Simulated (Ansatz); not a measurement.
SiO₂ (P4₃2₁2, No. 96), treated with HSE06 (Ansatz, an electronic-structure program, plane waves, PAW).

Run with plane-wave cutoff 460 eV, 4×4×4 k mesh, Fermi–Dirac smearing 0.01 eV, scalar-relativistic PAW data made under PBE.

Cell (relaxed with PBEsol):

O2Si has the tetragonal space group P4₃2₁2 (No. 96), Pearson symbol tP12. Lattice parameters: a = b = 5.032 Å, c = 7.016 Å, α = β = γ = 90.00°. Si on 4a has 4 O at 1.619 Å (tetrahedral). O on 8b has 2 Si at 1.619 Å (bent). (Neighbours: up to the widest gap in distance over summed covalent radii, below 1.35, at either atom.)

Estimate the band gap that the calculation returns.


* **band gap**: 7.40 eV (on the SCF k mesh) (direct)

Note: cell and atoms aren't relaxed at this level (largest force component 0.17 eV/Å, pressure -2.3 GPa).

Computed values are for the static lattice.

The result took about 8 core-minutes (a rough figure).
